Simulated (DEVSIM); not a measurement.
Device: Schottky contact on p-type Si, at 300 K.

```csv
layer (left to right),material,thickness (μm),Na (cm⁻³),τn (s),τp (s)
1,Si,17.0,1.2e17,7.1e-6,7.1e-6
2,Si,38.0,2.9e18,7.1e-6,7.1e-6
```

Left contact: Schottky, work function 4.354 eV, emission velocity 1.1e7 cm/s. Right contact: ohmic. Voltage is applied to the left contact. Recombination: SRH at mid-gap, radiative, Auger. Mobility is constant in doping.

This is a model device: material constants are rounded textbook-type values typed into the input, and sizes, dopings and lifetimes were drawn at random. Values at 300 K.

```csv
parameter,Si
gap (eV),1.124
affinity (eV),4.05
permittivity,11.7
Nc (cm⁻³),2.86e19
Nv (cm⁻³),3.1e19
μn (cm²/Vs),1417
μp (cm²/Vs),470
B (cm³/s),4.7e-15
Cn (cm⁶/s),2.8e-31
Cp (cm⁶/s),9.9e-32
```

Simulated with DEVSIM: 1D drift-diffusion, Boltzmann statistics, complete ionisation; no tunnelling, impact ionisation, image-force lowering or self-heating. Metal contacts follow the ideal Schottky-Mott rule: no Fermi-level pinning, no interface dipoles.

The metal work function was swept, all else fixed.

| metal work function (eV) | potential step across the device at zero bias (V) | dark forward voltage at 100 A/cm² (V) | dark forward voltage at 1 A/cm² (V) |
|---|---|---|---|
| 4.154 | 0.959 | 0.707 | 0.565 |
| 4.204 | 0.909 | 0.658 | 0.515 |
| 4.254 | 0.859 | 0.608 | 0.465 |
| 4.304 | 0.809 | 0.558 | 0.415 |
| 4.354 | 0.759 | 0.508 | 0.365 |
| 4.404 | 0.709 | 0.458 | 0.315 |
| 4.454 | 0.659 | 0.408 | 0.265 |
| 4.504 | 0.609 | 0.358 | 0.215 |

From the first row to the last the potential step across the device at zero bias goes from 0.959 to 0.609. From the first row to the last the dark forward voltage at 100 A/cm² goes from 0.707 to 0.358.
